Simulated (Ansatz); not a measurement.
The starting structures come from a database of crystals and need not be the phases stable at ambient conditions.

The decay constant κ of evanescent states in the gap governs leakage through a thin film.

```yaml
crystal:
  lattice:
    - [5.84813, 0.00000, 0.00000]
    - [-0.03081, 8.30892, 0.00000]
    - [0.00000, 0.00000, 5.93687]
  atoms:
    - { symbol: Sr, position: [0.50917, 0.25057, 0.53875] }
    - { symbol: Sr, position: [0.49083, 0.74943, 0.46125] }
    - { symbol: Sr, position: [0.99083, 0.24943, 0.03875] }
    - { symbol: Sr, position: [0.00917, 0.75057, 0.96125] }
    - { symbol: Ca, position: [0.50000, 0.50000, 0.00000] }
    - { symbol: Ca, position: [0.00000, 0.00000, 0.50000] }
    - { symbol: Te, position: [0.50000, 0.00000, 0.00000] }
    - { symbol: Te, position: [0.00000, 0.50000, 0.50000] }
    - { symbol: O, position: [0.91961, 0.72772, 0.52653] }
    - { symbol: O, position: [0.08039, 0.27228, 0.47347] }
    - { symbol: O, position: [0.58039, 0.77228, 0.02653] }
    - { symbol: O, position: [0.41961, 0.22772, 0.97347] }
    - { symbol: O, position: [0.81299, 0.45348, 0.76676] }
    - { symbol: O, position: [0.18701, 0.54652, 0.23324] }
    - { symbol: O, position: [0.68701, 0.04652, 0.26676] }
    - { symbol: O, position: [0.31299, 0.95348, 0.73324] }
    - { symbol: O, position: [0.23313, 0.96084, 0.19154] }
    - { symbol: O, position: [0.76687, 0.03916, 0.80846] }
    - { symbol: O, position: [0.26687, 0.53916, 0.69154] }
    - { symbol: O, position: [0.73313, 0.46084, 0.30846] }
```

The cell is taken as given; by r2SCAN it stands under a pressure of -4.5 GPa.

Transport runs along the normal of the first two printed cell vectors.

No gap correction and no spin-orbit coupling; mid-gap is the computed energy nearest the middle.

### Question
Estimate the band gap and the smallest decay constant κ at mid-gap that r2SCAN in Ansatz (a first-principles code) returns for this system.

### Answer
Gap 3.87 eV on a 6×4×6 mesh; κ = 0.346 1/Å, at the zone centre.
